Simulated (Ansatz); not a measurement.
**Converging the k-point mesh at a smearing width of 0.3 eV: MgPd (P4mm, 2 atoms in the cell)**

```
CELL_PARAMETERS angstrom
      3.13960     0.00000     0.00000
      0.00000     3.13960     0.00000
      0.00000     0.00000     3.13960
ATOMIC_POSITIONS crystal
  Mg 0.00000 0.00000 0.01593
  Pd 0.50000 0.50000 0.50000
```

Method: LDA (PW92), default PAW files made with PBE (plane waves; Ansatz, a program for electronic structure).

Base settings: basis.ecutwfc = 30.9 Ry; kpoints.mp_grid.grid = 11 11 11; hamiltonian.xc = lda; hamiltonian.pseudopotentials = {kind: paw} (the program's default PAW files); scf.occupations.method = gaussian; scf.occupations.width = 0.0073 Ry.

In this ladder: scf.occupations.width = 0.022 Ry.

Only quantities that move along the ladder and can be compared are tabulated.

The count of work is k-points × plane waves × bands × iterations; it is no time. 

The starting cell comes from a database of computed structures (which also holds hypothetical and non-ambient phases and stackings), without a prior relaxation at this level. Its lattice was rescaled by up to half a per cent. One atom was moved a little off its site on purpose. Spin polarisation is off. In the base run, with a pressure of about -3 GPa the cell is away from its equilibrium volume at this level. Ansatz's pressure includes its estimate of the finite-basis (Pulay) stress.

Steps (kpoints.mp_grid.grid): 4 4 4; 5 5 5; 7 7 7; 8 8 8; 9 9 9; 11 11 11; 14 14 14; 17 17 17; 20 20 20; 25 25 25.

**Question.** What is the coarsest kpoints.mp_grid.grid that holds the pressure within 0.05 GPa of the last step, with all finer ones?

**Answer.** 14 14 14, at 0.24 of the last step's count of work; the step before is off by 0.08 GPa.

**Question.** What is the coarsest kpoints.mp_grid.grid that holds the free energy within 2 meV/atom of the last step, with all finer ones?

**Answer.** 11 11 11, at 0.11 of the last step's count of work; the step before is off by 2.7 meV/atom.

| kpoints.mp_grid.grid | free energy less the last step's (meV/atom) | pressure (GPa) | count of work / last |
|---|---|---|---|
| 4 4 4 | 92.81 | -2.02 | 0.015 |
| 5 5 5 | -23.23 | -4.09 | 0.015 |
| 7 7 7 | -0.07 | -3.64 | 0.034 |
| 8 8 8 | 1.08 | -3.53 | 0.063 |
| 9 9 9 | 2.66 | -3.56 | 0.063 |
| 11 11 11 | 1.68 | -3.58 | 0.11 |
| 14 14 14 | -0.42 | -3.70 | 0.24 |
| 17 17 17 | 0.12 | -3.66 | 0.34 |
| 20 20 20 | -0.02 | -3.67 | 0.61 |
| 25 25 25 | 0.00 | -3.67 | 1.0 |

Keys are those of Ansatz 0.2.
